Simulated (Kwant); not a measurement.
System: wire with a side stub in a ZnO two-dimensional gas. Effective mass 0.3 mₑ, grid spacing 4.2 nm, hard walls, nominal width 100 nm (23 grid rows, so walls 100.8 nm apart), one parabolic valley, scattering region 300 nm long along x; energies count from the band bottom; Fermi energy swept from 0.00010027 to 0.0011908 eV. Closed stub on one side, 71 nm wide and 130 nm deep.

Constants are typed, rounded textbook-type inputs, not results; the design itself was drawn at random and stands for no fabricated device.

Kwant, effective-mass tight-binding model on a square grid, one spin, coherent transport at 0 K. Conductance is in e²/h.

Task: How many channels do the leads carry at E = 0.943, 0.980 meV?

Result: The hard-wall thresholds are n² ħ²π²/(2mW²) = n² × 0.123 meV with W = 100.8 nm. √(0.943/0.123) = 2.77, so 2. √(0.980/0.123) = 2.82, so 2.
